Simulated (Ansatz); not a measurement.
An Ansatz (a quantum-chemistry and plane-wave program) run: MoS2 with a change (uniaxial strain ε_zz = +2.40 %); Ansatz PBE-D3(BJ), without spin-orbit coupling.

Input:

Ansatz 0.2 input:
```yaml
crystal:
  lattice:
    - [3.1493390485, 0, 0]
    - [-1.5746695243, 2.7274076212, 0]
    - [0, 0, 12.3796043854]
  atoms:
    - { symbol: Mo, position: [0.6666666667, 0.3333333333, 0.75] }
    - { symbol: Mo, position: [0.3333333333, 0.6666666667, 0.25] }
    - { symbol: S, position: [0.6666666667, 0.3333333333, 0.3795199783] }
    - { symbol: S, position: [0.3333333333, 0.6666666667, 0.8795199783] }
    - { symbol: S, position: [0.3333333333, 0.6666666667, 0.6204800217] }
    - { symbol: S, position: [0.6666666667, 0.3333333333, 0.1204800217] }
basis: { ecutwfc: 420, ecutrho_ratio: 4, xc_grid: 2, fft_grid_basis: typed }
kpoints: { mp_grid: { grid: [12, 12, 3] } }
hamiltonian:
  xc: pbe
  dispersion: d3bj
  pseudopotentials: { kind: paw }
scf: { occupations: { method: fermi_dirac, width: 0.05 }, convergence: { dr2_threshold: 0.0000000006 } }
relax: { f_tol: 0.005, max_steps: 50 }
output: { forces: true, stress: true }
checkpoint: { write: state.ck, write_every: 1000 }
```

Output (explanatory and most iteration lines left out):

```
Relaxation: its limit of steps is 50 (relax.max_steps)
Pseudopotential: Mo, paw, valence charge 14
Pseudopotential: S, paw, valence charge 6
Crystal: 6 atoms, lattice volume = 106.335 Å³
Basis set: ecut = 420 eV, 2057 PW (Γ), exchange–correlation on 48×48×180 points (8 copies of the dense FFT grid, shifted against one another)
Bands: 32, of which v1, the nominal top of the filled ones, is band 26 counted from 1 (25 counted from 0)
Symmetry: 24 space group operations
Space group: P63/mmc (ITA 194), of the structure as read, at distance tolerance 4.7e-5 Å
k-points: 38 of 432
Functional: x = pbe(κ = 0.804, μ = 0.2195149727645171), c = pbe(β = 0.06672455060314922)
SCF iter   1: F=—  HF=-13528.029282 eV  |F-HF|=—  |Δ(HF+E_count)|=         —  Δρ=5.54e-3  dr2=9.46e-3  ethr=1.77e-3  ⟨swp⟩=6.6  Hψ=5258  notcnv=0
SCF iter   2: F=—  HF=-13528.037985 eV  |F-HF|=—  |Δ(HF+E_count)|=   8.70e-3  Δρ=3.16e-3  dr2=2.64e-3  ethr=1.82e-5  ⟨swp⟩=2.1  Hψ=2219  notcnv=0
SCF 1 converged in 8 iterations: F = -13528.042749 eV  dr2 = 2.94e-10
relax step   1: F+E_penalty+E_count = -13528.04274932 eV  Δ(F+E_penalty+E_count) = +0.000e0 eV  max|allowed force component| = 6.443e-1 eV/Å  Δτ_max = 0.0000 Å  (8 SCF iters, accepted)
Crystal: 6 atoms, lattice volume = 106.335 Å³
SCF iter   1: F=—  HF=-13528.079646 eV  |F-HF|=—  |Δ(HF+E_count)|=         —  Δρ=3.86e-3  dr2=1.46e-2  ethr=2.62e-5  ⟨swp⟩=2.1  Hψ=4589  notcnv=0  defer=4
SCF iter   2: F=—  HF=-13528.076950 eV  |F-HF|=—  |Δ(HF+E_count)|=   2.70e-3  Δρ=1.94e-3  dr2=3.55e-3  ethr=2.62e-5  ⟨swp⟩=2.2  Hψ=1584  notcnv=0  defer=4
SCF 2 converged in 8 iterations: F = -13528.076096 eV  dr2 = 2.50e-10
relax step   2: F+E_penalty+E_count = -13528.07609566 eV  Δ(F+E_penalty+E_count) = -3.335e-2 eV  max|allowed force component| = 3.450e-1 eV/Å  Δτ_max = 0.0519 Å  (8 SCF iters, accepted)
Crystal: 6 atoms, lattice volume = 106.335 Å³
SCF iter   1: F=—  HF=-13528.088254 eV  |F-HF|=—  |Δ(HF+E_count)|=         —  Δρ=1.28e-3  dr2=1.60e-3  ethr=3.05e-5  ⟨swp⟩=3.4  Hψ=3222  notcnv=0  defer=4
SCF iter   2: F=—  HF=-13528.087947 eV  |F-HF|=—  |Δ(HF+E_count)|=   3.07e-4  Δρ=6.46e-4  dr2=4.07e-4  ethr=3.07e-6  ⟨swp⟩=1.5  Hψ=1693  notcnv=0  defer=4
SCF 3 converged in 8 iterations: F = -13528.087977 eV  dr2 = 3.30e-11
relax step   3: F+E_penalty+E_count = -13528.08797749 eV  Δ(F+E_penalty+E_count) = -1.188e-2 eV  max|allowed force component| = 4.178e-3 eV/Å  Δτ_max = 0.0171 Å  (8 SCF iters, accepted)
SCF converged after 8 iterations
Free energy (F): -13528.087977 eV
Internal energy: -13528.087976 eV  (E = F + TS)
E sigma→0 (E₀):  -13528.087977 eV
Entropy (-TS):   -0.000002 eV (-0.000 meV/atom)
Fermi energy:    11.384487 eV
  E_disp       = -2.562042  (pairwise vdW)
--- Forces (eV/Å), atoms counted from 1 ---
  atom   1  Mo    -0.00000000    -0.00000000     0.00000000
  atom   2  Mo     0.00000000     0.00000000    -0.00000000
  atom   3  S      0.00000000     0.00000000     0.00417838
  atom   4  S     -0.00000000    -0.00000000     0.00417838
  atom   5  S     -0.00000000    -0.00000000    -0.00417838
  atom   6  S      0.00000000     0.00000000    -0.00417838
--- Stress (GPa, compression-positive) ---
       -0.184582       0.000000      -0.000000
        0.000000      -0.184582      -0.000000
       -0.000000      -0.000000      -1.156145
  P = ⅓ Tr σ = -0.5084 GPa (-5.084 kbar)
--- Relaxed structure (3 steps of the walk, 3 accepted, 0 SCFs on fresh bases) ---
  atoms:
    - { symbol: Mo, position: [0.6666666666666667, 0.33333333333333337, 0.7500000000000001] }
    - { symbol: Mo, position: [0.33333333333333337, 0.6666666666666666, 0.25000000000000006] }
    - { symbol: S, position: [0.6666666666666667, 0.33333333333333337, 0.37670847499344107] }
    - { symbol: S, position: [0.33333333333333337, 0.6666666666666666, 0.876708474993441] }
    - { symbol: S, position: [0.33333333333333337, 0.6666666666666666, 0.6232915250065592] }
    - { symbol: S, position: [0.6666666666666667, 0.33333333333333337, 0.12329152500655903] }
```

Whether these cells are dynamically stable was not tested. The cell was made from MoS2 (space group P6_3/mmc, No. 194; layered, stacked along the Cartesian z axis) by this change: uniaxial strain ε_zz = +2.40 %.
